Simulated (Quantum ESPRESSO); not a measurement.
Worked example: self-consistent single point of MnO₂ (Cmm2, 6 atoms in the cell) in Quantum ESPRESSO.

Method of the run: LDA (PZ), GBRV 1.5 ultrasoft (LDA) pseudopotentials (plane waves; Quantum ESPRESSO).

```
MnO2
1.0
    4.37800     0.00000     0.00000
    0.00000     4.37800     0.00000
    0.00000     0.00000     2.85565
Mn O
2 4
Direct
  0.00000   0.00000   0.01751
  0.50000   0.50000   0.50000
  0.30500   0.30500   0.00000
  0.80500   0.19500   0.50000
  0.19500   0.80500   0.50000
  0.69500   0.69500   0.00000
```
Moments meant for the start (each program seeds them in its own way; μB, in the order of the atoms Mn Mn O O O O): 3.0 -3.0 0.0 0.0 0.0 0.0.

Reference input (self-consistent single point, DFT, LDA (PZ), plane waves, GBRV 1.5 ultrasoft (LDA) pseudopotentials): ecutwfc = 50 Ry; ecutrho = 400 Ry; occupations = smearing; smearing = fermi-dirac; degauss = 0.000734986 Ry; nspin = 2; potentials = {Mn1: mn_lda_v1.5.uspp.F.UPF, Mn2: mn_lda_v1.5.uspp.F.UPF, O: o_lda_v1.2.uspp.F.UPF}; K_POINTS = automatic 3 3 4 0 0 0; conv_thr = 1e-11 Ry; mixing_beta = 0.5. This run's input differs from it in these lines:

```diff
@@ -38,3 +38,3 @@
 K_POINTS automatic
-3 3 4  0 0 0
+3 3 4  1 1 1
 CELL_PARAMETERS bohr
```

Output (repeated stretches shortened):

```
     Self-consistent Calculation

     iteration #  1     ecut=    50.00 Ry     beta= 0.50

---- Real-time Memory Report at c_bands before calling an iterative solver
           211 MiB given to the printing process from OS
            64 MiB allocation reported by mallinfo(arena+hblkhd)
------------------

     total energy              =    -549.59575354 Ry
     estimated scf accuracy    <       4.48142143 Ry

     total magnetization       =    -0.00 Bohr mag/cell
     absolute magnetization    =     5.57 Bohr mag/cell

     iteration #  2     ecut=    50.00 Ry     beta= 0.50

   [... lines left out ...]

     total magnetization       =    -0.00 Bohr mag/cell
     absolute magnetization    =     5.12 Bohr mag/cell

     iteration #100     ecut=    50.00 Ry     beta= 0.50

---- Real-time Memory Report at c_bands before calling an iterative solver
           255 MiB given to the printing process from OS
            93 MiB allocation reported by mallinfo(arena+hblkhd)
------------------

     total energy              =    -551.70538030 Ry
     estimated scf accuracy    <       0.00001657 Ry

     total magnetization       =     0.03 Bohr mag/cell
     absolute magnetization    =     5.12 Bohr mag/cell
     End of self-consistent calculation

     convergence NOT achieved after 100 iterations: stopping

   JOB DONE.
```

The run ended unconverged after 100 iterations. 

The starting cell has typed, rounded lattice constants, without a prior relaxation at this level. Its lattice was rescaled by up to half a per cent. One atom was moved a little off its site on purpose.

Cost on one core of a shared machine: roughly 6 min.
